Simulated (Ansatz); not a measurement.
The starting structures come from a database of crystals and need not be the phases stable at ambient conditions.

 Where the default PAW files enter, the runs use the earlier of Ansatz's two default sets.

Inside the gap of an insulator the Bloch states are evanescent, with a wavenumber k + iκ along the transport direction.

Input:

```xyz
12
Lattice="6.3741 0.0000 0.0000 0.0000 6.3741 0.0000 0.0000 0.0000 6.3741" Properties=species:S:1:pos:R:3 pbc="T T T"
Zn     3.1871     3.1871     0.0000
Zn     0.0000     3.1871     3.1871
Zn     0.0000     0.0000     0.0000
Zn     3.1871     0.0000     3.1871
Se     5.6824     0.6917     2.4953
Se     0.6917     5.6824     3.8788
Se     3.8788     5.6824     5.6824
Se     2.4953     0.6917     0.6917
Se     2.4953     2.4953     3.8788
Se     3.8788     3.8788     2.4953
Se     0.6917     3.8788     0.6917
Se     5.6824     2.4953     5.6824
```

Space group of this cell: Pa-3. The cell is taken as given; by r2SCAN its mean pressure is -2.3 GPa.

Transport runs along the normal of the first two printed cell vectors, the (001) plane of the conventional cell.

The gap is the functional's own. No spin-orbit coupling. Mid-gap values are interpolated on the energy grid.

Q: Estimate the band gap and the smallest decay constant κ at mid-gap that r2SCAN (Ansatz, an electronic-structure program) returns for this system.

A: Gap 1.11 eV on a 6×6×6 mesh; κ = 0.166 1/Å, at (0.333, 0.000) of the in-plane reciprocal vectors. At the zone centre, at the nearest computed energy, the slowest state has κ = 0.18 1/Å.
